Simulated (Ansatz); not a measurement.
An Ansatz (an electronic-structure program) run: Al2Cu with a change (pressure 4.5 GPa); plane-wave PAW DFT at the PBE level (Ansatz, 420 eV), scalar-relativistic without spin-orbit coupling.

Input:

Ansatz 0.2 input:
```yaml
crystal:
  lattice:
    - [-3.0101776824, 3.0101776824, 2.4199341823]
    - [3.0101776824, -3.0101776824, 2.4199341823]
    - [3.0101776824, 3.0101776824, -2.4199341823]
  atoms:
    - { symbol: Al, position: [0.6580631531, 0.1580631531, 0.8161263061] }
    - { symbol: Al, position: [0.8419368469, 0.6580631531, 0.5] }
    - { symbol: Al, position: [0.1580631531, 0.3419368469, 0.5] }
    - { symbol: Al, position: [0.3419368469, 0.8419368469, 0.1838736939] }
    - { symbol: Cu, position: [0.25, 0.25, 0] }
    - { symbol: Cu, position: [0.75, 0.75, 0] }
basis: { ecutwfc: 420, ecutrho_ratio: 4, xc_grid: 2, fft_grid_basis: typed }
kpoints: { mp_grid: { grid: [12, 12, 12] } }
hamiltonian:
  xc: pbe
  dispersion: none
  pseudopotentials: { kind: paw }
scf: { occupations: { method: fermi_dirac, width: 0.05 } }
relax: { f_tol: 0.01, max_steps: 60, cell: { stress_tol: 0.02, p_target: 4.5 } }
output: { forces: true, stress: true }
checkpoint: { write: state.ck, write_every: 1000 }
```

Output (explanatory and most iteration lines left out):

```
Relaxation: its limit of steps is 60 (relax.max_steps)
Pseudopotential: Al, paw, valence charge 3
Pseudopotential: Cu, paw, valence charge 19
Crystal: 6 atoms, lattice volume = 87.710 Å³
Basis set: ecut = 420 eV, 1713 PW (Γ), exchange–correlation on 72×72×72 points (8 copies of the dense FFT grid, shifted against one another)
Bands: 31, of which v1, the nominal top of the filled ones, is band 25 counted from 1 (24 counted from 0)
Symmetry: 16 space group operations
Space group: I4/mcm (ITA 140), of the structure as read, at distance tolerance 4.4e-5 Å
k-points: 163 of 1728
Functional: x = pbe(κ = 0.804, μ = 0.2195149727645171), c = pbe(β = 0.06672455060314922)
SCF iter   1: F=—  HF=-15401.327931 eV  |F-HF|=—  |Δ(HF+E_count)|=         —  Δρ=4.96e-3  dr2=1.79e-2  ethr=1.77e-3  ⟨swp⟩=8.0  Hψ=25374  notcnv=0  defer=16
SCF iter   2: F=—  HF=-15401.326951 eV  |F-HF|=—  |Δ(HF+E_count)|=   9.80e-4  Δρ=1.26e-3  dr2=1.28e-3  ethr=3.57e-5  ⟨swp⟩=2.0  Hψ=8856  notcnv=0  defer=80
SCF 1 converged in 7 iterations: F = -15401.326452 eV  dr2 = 1.78e-8
relax step   1: F+E_penalty+E_count = -15401.32645180 eV  Δ(F+E_penalty+E_count) = +0.000e0 eV  max|allowed force component| = 2.045e-3 eV/Å  Δτ_max = 0.0000 Å  P = +2.094 GPa  Ω = 87.710 Å³  (7 SCF iters, dr2 threshold 1.00e-7 eV, accepted)
[... steps on the carried basis left out ...]
relax step   5: F+E_penalty+E_count = -15401.28918337 eV  Δ(F+E_penalty+E_count) = +7.237e-4 eV  max|allowed force component| = 1.118e-4 eV/Å  Δτ_max = 0.0000 Å  P = +4.495 GPa  Ω = 85.884 Å³  stress off target by 7.42e-3 GPa  SCF on the basis re-selected at this cell (its energy is not comparable with the rows above)  (6 SCF iters)
SCF converged after 6 iterations
Free energy (F): -15401.289183 eV
Internal energy: -15401.272376 eV  (E = F + TS)
E sigma→0 (E₀):  -15401.280780 eV
Entropy (-TS):   -0.016807 eV (-2.801 meV/atom)
Fermi energy:    10.903181 eV
--- Forces (eV/Å), atoms counted from 1 ---
  atom   1  Al     0.00011181     0.00011181     0.00000000
  atom   2  Al     0.00011181    -0.00011181     0.00000000
  atom   3  Al    -0.00011181     0.00011181     0.00000000
  atom   4  Al    -0.00011181    -0.00011181     0.00000000
  atom   5  Cu     0.00000000     0.00000000     0.00000000
  atom   6  Cu    -0.00000000     0.00000000     0.00000000
--- Stress (GPa, compression-positive) ---
        4.492576      -0.000000       0.000000
       -0.000000       4.492576       0.000000
       -0.000000       0.000000       4.499483
  P = ⅓ Tr σ = 4.4949 GPa (44.949 kbar)
--- Relaxed structure (4 steps of the walk, 4 accepted, 1 SCFs on fresh bases) ---
  cell:  # Å, volume = 85.8842 Å³
    - [-2.9899747794107205, 2.9899747794107205, 2.4016961525999374]
    - [2.9899747794107205, -2.9899747794107205, 2.4016961525999374]
    - [2.9899747794107205, 2.9899747794107205, -2.4016961525999374]
  atoms:
    - { symbol: Al, position: [0.6579294747500931, 0.15792947475009309, 0.8158589495001862] }
    - { symbol: Al, position: [0.8420705252499067, 0.6579294747500929, 0.4999999999999999] }
    - { symbol: Al, position: [0.1579294747500931, 0.34207052524990683, 0.49999999999999994] }
    - { symbol: Al, position: [0.3420705252499069, 0.8420705252499068, 0.18414105049981375] }
    - { symbol: Cu, position: [0.24999999999999997, 0.24999999999999997, 2.401191971323716e-20] }
    - { symbol: Cu, position: [0.7499999999999998, 0.7499999999999998, 2.4011919713237195e-20] }
```

Load acts through the strain it causes; cell and atoms are relaxed under it. No phonon test of stability was made. All final runs are without spin polarisation. The cell was made from Al$_{2}$Cu (space group I4/mcm, No. 140) by this change: pressure 4.5 GPa.
